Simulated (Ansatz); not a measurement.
The parent structure is BAs in the rock salt structure (space group Fm-3m, No. 225; a = 4.614 Å; a hypothetical phase, not in the database extracts checked; relaxed with 0.1 eV smearing). Axes: x, y, z lie along the cube axes.

Computed with PBE in Ansatz (plane waves to 420 eV, PAW, no spin-orbit coupling).

It is then changed as follows: tensor shear ε_xz = +3.69 % (engineering shear γ = 0.0738), atoms relaxed at fixed cell.

**Question.** Predict the stress tensor and what it implies for the stiffness.

**Answer.** Stress of the strained cell less that of the base (GPa, compression positive):
```
    1.0     0.0    -4.7
    0.0    -1.5     0.0
   -4.7     0.0     1.0
```

Then −Δσ/γ with γ = 2ε = 0.0738 gives secant stiffness values (nonlinear terms included at this strain): C55 ≈ 63 GPa.

As a check, the harmonic strain energy −½ V₀ Δσ:ε is 13 meV/atom; the computed energy rise is 13 meV/atom.

Whether these cells are dynamically stable was not tested. All final runs are without spin polarisation.

Ansatz is a first-principles code.
